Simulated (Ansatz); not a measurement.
GaP under load (space group I-4m2), r2SCAN with spin-orbit coupling, rigid bands (Ansatz, a program for electronic structure). Condition of this run: uniaxial stress zz = 2 GPa (compression positive) (the target of the relaxation). Band gap 1.57 eV, N_c = 1.18e19 cm⁻³ and N_v = 5.86e18 cm⁻³ at 300 K, conductivity masses along y (a = (0.00, 2.74, 2.67) Å; b = (2.74, 0.00, 2.67) Å; c = (2.74, 2.74, 0.00) Å) of 0.244 mₑ (electrons) and 0.434 mₑ (holes). Take k_BT = 0.02585 eV.

Find the intrinsic carrier density and the intrinsic Fermi level.

n_i = √(N_c N_v) exp(−E_g/2k_BT) = 8.32e18 × exp(−30.37) = 5.4e5 cm⁻³. The level lies (k_BT/2) ln(N_v/N_c) = -9 meV from mid-gap (positive towards the conduction band). Each 0.1 eV added to the gap lowers n_i by a factor of 6.9.

A film of it is 2 nm thick, with its normal along the direction named. Estimate the confinement energies in an infinite well.

ħ²π²/(2m t²) = 0.376 eV·nm²/(m/mₑ × t²) gives 385 meV for electrons and 217 meV for holes, so the gap would widen to about 2.17 eV. Finite barriers and nonparabolic bands lower this, and with several valleys or bands the heaviest mass along the normal sets the lowest level, not this average.

What thermal injection velocity √(2k_BT/πm) limits a ballistic channel along the direction named?

1.09e7 cm/s for electrons and 8.17e6 cm/s for holes, a ratio of √(m_h/m_e) = 1.33, for dilute carriers.

Rigid bands with the computed gap; masses take one relaxation time for all states.
